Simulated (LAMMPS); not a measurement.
LAMMPS 22 Jul 2025, classical MD, SNAP (Ni_Zuo_JPCA2020.snapcoeff): Ni, 500 atoms.

```yaml
task: MD, nve
potential: SNAP, Ni_Zuo_JPCA2020.snapcoeff Ni_Zuo_JPCA2020.snapparam
copies_of_the_repeat_unit: 5×5×5
shape (slab and sphere leave vacuum in the box): bulk
steps: 400
timestep: 1 fs
thermo: 50
newton: on (default)
atom_modify sort (bins of 2 Å where set): 1000 (default)
comm_style: brick (default)
box: 17.6 × 17.6 × 17.6 Å
start: generated fcc lattice, warmed in an untimed run
```

All runs start from one configuration, warmed at this fixed volume for 300 steps under a thermostat at 900 K. The run at a skin of 2 Å has a mean temperature of 931 K and a mean pressure of 5.6 GPa.

One run each, on a shared machine, so no times are given.

With neigh_modify every 1 delay 0 check yes, skins of 0.1, 0.3, 0.5, 1, 1.5, 2, 3 Å were run. Further schedules:
- skin 0.3 Å, every 20 delay 0 check no
- skin 2 Å, every 1 delay 10 check yes
- skin 0.3 Å, every 100 delay 0 check no
- skin 2 Å, every 100 delay 0 check no
- skin 2 Å, every 20 delay 0 check no
- skin 2 Å, every 10 delay 0 check yes
- skin 1 Å, every 10 delay 0 check yes

A schedule rebuilds too seldom if it shows a dangerous build, rebuilds less often than the check at every step does at that skin, or fails.

Which schedules can miss pairs here, and how do rebuilds depend on the skin?

With the check at every step the rebuilds are 101 at 0.1 Å, 36 at 0.3 Å, 22 at 0.5 Å, 10 at 1 Å, 5 at 1.5 Å, 0 at 2 Å, 0 at 3 Å. Too seldom: skin 0.3 Å, every 20 delay 0 check no; skin 0.3 Å, every 100 delay 0 check no; skin 1 Å, every 10 delay 0 check yes.

| setting | rebuilds | dangerous builds | list entries an atom | change of the total energy (meV/atom) |
|---|---|---|---|---|
| skin 0.1 Å, every 1 delay 0 check yes | 101 | — | 23.0 | +0.0037 |
| skin 0.3 Å, every 1 delay 0 check yes | 36 | — | 34.9 | +0.0037 |
| skin 0.5 Å, every 1 delay 0 check yes | 22 | — | 41.2 | +0.0037 |
| skin 1 Å, every 1 delay 0 check yes | 10 | — | 51.2 | +0.0037 |
| skin 1.5 Å, every 1 delay 0 check yes | 5 | — | 67.5 | +0.0037 |
| skin 2 Å, every 1 delay 0 check yes | 0 | — | 81.9 | +0.0037 |
| skin 3 Å, every 1 delay 0 check yes | 0 | — | 138 | +0.0037 |
| skin 0.3 Å, every 20 delay 0 check no | 20 | not counted | 34.9 | +0.0038 |
| skin 2 Å, every 1 delay 10 check yes | 0 | 0 | 81.9 | +0.0037 |
| skin 0.3 Å, every 100 delay 0 check no | 4 | not counted | 34.9 | +0.56 |
| skin 2 Å, every 100 delay 0 check no | 4 | not counted | 81.9 | +0.0037 |
| skin 2 Å, every 20 delay 0 check no | 20 | not counted | 81.9 | +0.0037 |
| skin 2 Å, every 10 delay 0 check yes | 0 | 0 | 81.9 | +0.0037 |
| skin 1 Å, every 10 delay 0 check yes | 8 | 0 | 51.3 | +0.0037 |

Where the energy changes as in the checked runs, the late rebuilds cost nothing that shows in this run. List entries are as LAMMPS prints them (Ave neighs/atom).
